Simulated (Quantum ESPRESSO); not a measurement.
Worked example: self-consistent single point of Ag (Fm-3m, 1 atom in the cell) in Quantum ESPRESSO.

Computed with PBE, PseudoDojo standard norm-conserving (PBE) pseudopotentials (plane waves; Quantum ESPRESSO 7.5).

The change in words: lattice scaled by 0.98. Reference geometry:
```
Ag
1.0
    0.00000     2.06080     2.06080
    2.06080     0.00000     2.06080
    2.06080     2.06080     0.00000
Ag
1
Cartesian
  0.00000   0.00000   0.00000
```

Reference input (self-consistent single point, DFT, PBE, plane waves, PseudoDojo standard norm-conserving (PBE) pseudopotentials): ecutwfc = 85 Ry; occupations = smearing; smearing = gauss; degauss = 0.019992 Ry; potentials = {Ag: Ag.upf}; K_POINTS = automatic 9 9 9 0 0 0; conv_thr = 1e-09 Ry; mixing_beta = 0.5. This run's input differs from it in these lines:

```diff
@@ -10,3 +10,3 @@
  ibrav = 0,
- celldm(1) = 5.50743652,
+ celldm(1) = 5.39728773,
  nat = 1,
```

Output (repeated stretches shortened):

```
     Self-consistent Calculation

     iteration #  1     ecut=    85.00 Ry     beta= 0.50

     Threshold (ethr) on eigenvalues was too large:
     Diagonalizing with lowered threshold

     total energy              =    -310.01864079 Ry
     estimated scf accuracy    <       0.06320776 Ry

     iteration #  2     ecut=    85.00 Ry     beta= 0.50

     total energy              =    -310.03569117 Ry
     estimated scf accuracy    <       0.00860894 Ry

     iteration #  3     ecut=    85.00 Ry     beta= 0.50

     total energy              =    -310.03715857 Ry
     estimated scf accuracy    <       0.00040276 Ry

   [... 3 blocks of this kind left out ...]

     iteration #  7     ecut=    85.00 Ry     beta= 0.50

     total energy              =    -310.03720819 Ry
     estimated scf accuracy    <          5.3E-09 Ry

     iteration #  8     ecut=    85.00 Ry     beta= 0.50
     End of self-consistent calculation

     the Fermi energy is    18.4308 ev

!    total energy              =    -310.03720819 Ry
     estimated scf accuracy    <          4.2E-10 Ry
     smearing contrib. (-TS)   =      -0.00033771 Ry
     internal energy E=F+TS    =    -310.03687048 Ry

     convergence has been achieved in   8 iterations

     Forces acting on atoms (cartesian axes, Ry/au):

     atom    1 type  1   force =     0.00000000    0.00000000    0.00000000

     Total force =     0.000000     Total SCF correction =     0.000000

          total   stress  (Ry/bohr**3)                   (kbar)     P=       88.66
   0.00060268   0.00000000   0.00000000           88.66        0.00        0.00
   0.00000000   0.00060268   0.00000000            0.00       88.66        0.00
   0.00000000   0.00000000   0.00060268            0.00        0.00       88.66

   JOB DONE.
```

The run converged in 8 iterations. Against the reference run the free energy goes up by 32.3 meV/atom and the pressure goes from 1.51 to 8.87 GPa.

The starting cell comes from a database of computed structures (which also holds hypothetical and non-ambient phases and stackings), without a prior relaxation at this level. Its lattice was rescaled by a random factor within 2.5 % of one. For this run, on top of that: lattice scaled by 0.98. With a pressure of about 9 GPa the cell is away from its equilibrium volume at this level.
